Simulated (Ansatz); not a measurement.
A hypothetical phase is included: elements placed on a structure type, which no database files for this compound.

## Evanescent states of SiC (P6_422, 6 atoms a cell, 9.5 Å³ an atom, 3 GPa at this level) along the normal of (100)

Method: r2SCAN (plane waves, PAW; Ansatz, an electronic-structure program).

No gap correction and no spin-orbit coupling; mid-gap is the computed energy nearest the middle.

Energies count from the valence-band top; κ is the least over a 10×4 mesh across the current.

```csv
E (eV),κ (1/Å),where
0.04,0.059,Γ
0.10,0.100,Γ
0.17,0.126,Γ
0.24,0.146,Γ
0.32,?,Γ
0.39,?,Γ
0.46,?,Γ
0.53,?,Γ
0.59,?,Γ
0.67,?,Γ
0.73,?,off Γ
0.81,?,off Γ
0.88,?,off Γ
0.94,0.147,off Γ
1.01,0.126,Γ
1.08,0.090,Γ
1.16,0.012,Γ
```

Question: What belongs in the gaps?

Answer: 
- 0.32, κ (1/Å): 0.155
- 0.39, κ (1/Å): 0.162
- 0.46, κ (1/Å): 0.167
- 0.53, κ (1/Å): 0.173
- 0.59, κ (1/Å): 0.178
- 0.67, κ (1/Å): 0.182
- 0.73, κ (1/Å): 0.177
- 0.81, κ (1/Å): 0.168
- 0.88, κ (1/Å): 0.158
